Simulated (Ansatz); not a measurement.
Abridged Ansatz (a quantum-chemistry and plane-wave program) output:

```
Relaxation: its limit of steps is 50 (relax.max_steps)
Pseudopotential: B, paw, valence charge 3
Pseudopotential: P, paw, valence charge 5
Crystal: 2 atoms, lattice volume = 22.128 Å³
Basis set: ecut = 420 eV, 427 PW (Γ), exchange–correlation on 48×48×48 points (8 copies of the dense FFT grid, shifted against one another)
Bands: 8, of which v1, the nominal top of the filled ones, is band 4 counted from 1 (3 counted from 0)
Symmetry: 8 space group operations
k-points: 196 of 2197 (time reversal used)
Functional: x = slater, c = lda
SCF iter   1: F=—  HF=-876.625812 eV  |F-HF|=—  |Δ(HF+E_count)|=         —  Δρ=5.44e-3  dr2=4.84e-3  ethr=1.77e-3  ⟨swp⟩=6.1  Hψ=14678  notcnv=0
SCF iter   2: F=—  HF=-876.624990 eV  |F-HF|=—  |Δ(HF+E_count)|=   8.22e-4  Δρ=2.43e-3  dr2=7.73e-4  ethr=6.06e-5  ⟨swp⟩=1.9  Hψ=3571  notcnv=0
SCF 1 converged in 6 iterations: F = -876.624806 eV  dr2 = 3.35e-10
relax step   1: F+E_penalty+E_count = -876.62480598 eV  Δ(F+E_penalty+E_count) = +0.000e0 eV  max|allowed force component| = 1.249e-16 eV/Å  Δτ_max = 0.0000 Å  P = +4.150 GPa  Ω = 22.128 Å³  fix = [a, b, gamma]  reactions: a +6.317, b +6.317 GPa  (6 SCF iters, dr2 threshold 1.00e-7 eV, accepted)
[... steps on the carried basis left out ...]
relax step   3: F+E_penalty+E_count = -876.62482388 eV  Δ(F+E_penalty+E_count) = -2.894e-6 eV  max|allowed force component| = 1.536e-16 eV/Å  Δτ_max = 0.0000 Å  P = +4.242 GPa  Ω = 22.118 Å³  energy of the carried Pulay correction = +1.191e-5 eV  fix = [a, b, gamma]  reactions: a +6.362, b +6.362 GPa  (3 SCF iters, dr2 threshold 4.02e-9 eV, accepted)
Crystal: 2 atoms, lattice volume = 22.118 Å³
SCF iter   1: F=—  HF=-876.624815 eV  |F-HF|=—  |Δ(HF+E_count)|=         —  Δρ=3.32e-6  dr2=1.28e-9  ethr=1.50e-6  ⟨swp⟩=2.4  Hψ=18896  notcnv=0
SCF iter   2: F=—  HF=-876.624814 eV  |F-HF|=—  |Δ(HF+E_count)|=   6.03e-7  Δρ=1.63e-6  dr2=2.72e-10  ethr=1.60e-11  ⟨swp⟩=3.2  Hψ=3148  notcnv=0
SCF 4 converged in 5 iterations: F = -876.624814 eV  dr2 = 3.22e-13
SCF converged after 5 iterations
Free energy (F): -876.624814 eV
Internal energy: -876.624814 eV  (E = F + TS)
E sigma→0 (E₀):  -876.624814 eV
Entropy (-TS):   -0.000000 eV (-0.000 meV/atom)
Fermi energy:    10.350721 eV
--- Forces (eV/Å), atoms counted from 1 ---
  atom   1  B     -0.00000000     0.00000000    -0.00000000
  atom   2  P     -0.00000000     0.00000000    -0.00000000
--- Stress (GPa, compression-positive) ---
        6.362282       0.000000      -0.000000
        0.000000       6.362282       0.000000
       -0.000000       0.000000      -0.000739
  P = ⅓ Tr σ = 4.2413 GPa (42.413 kbar)
--- Relaxed structure (3 steps of the walk, 3 accepted, 1 SCFs on fresh bases) ---
  cell:  # Å, volume = 22.1178 Å³
    - [3.1276489529, 1.9102068647341512e-22, -3.45657691482713e-11]
    - [1.9102068551546208e-22, 3.1276489529, 3.456576906159192e-11]
    - [1.5638244764749882, -1.5638244764749882, 2.26102975785819]
  atoms:
    - { symbol: B, position: [3.997188126523601e-35, -1.900671864014191e-34, 4.203739212500844e-34] }
    - { symbol: P, position: [0.7500000000000003, 0.7500000000000002, 0.5000000000000001] }
```

What was computed, and what are the main results?

BP, 2 atoms in the cell, with LDA (Ansatz, PAW, spin-orbit coupling left out). The last SCF converged to F = -876.624814 eV, or -438.3124 eV per atom, at a pressure of 4.24 GPa. The total energy compares only with runs of the same code, potentials and settings.

The cells carry an imposed strain or load. Whether these cells are dynamically stable was not tested. The cell was made from BP in the zinc blende structure (space group F-43m, No. 216) by this change: biaxial strain −1.50 %, plane normal [001], relaxed out of plane.

Keys are those of Ansatz 0.2.
